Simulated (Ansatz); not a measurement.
## Ge: pressure series

Base system: Ge in the diamond structure (space group Fd-3m, No. 227; a = 5.6727 Å).

Cell and atoms are relaxed at each pressure.

Calculations: r2SCAN in Ansatz (plane waves to 500 eV, PAW, without spin-orbit coupling), earlier PAW set.

Candidates:
(a) pressure 1.8 GPa
(b) pressure −2 GPa
(c) pressure 60 GPa
(d) pressure 4.2 GPa

For the base:

| Item | Value |
|---|---|
| Width of the top valence band | 4.01 eV |

Q: Order them by width of the top valence band, lowest first.

A: (b) pressure −2 GPa (3.87 eV), (a) pressure 1.8 GPa (4.13 eV), (d) pressure 4.2 GPa (4.27 eV), (c) pressure 60 GPa (6.23 eV)

The levels and masses belong to the bands next to the band gap. Load acts through the strain it causes; cell and atoms are relaxed under it. Stability against distortions was not tested. Measured, Ge leaves this structure (for the β-tin structure) near 10.6 GPa (room temperature; as listed in arXiv:1906.07825).

Ansatz is a quantum-chemistry and plane-wave program.
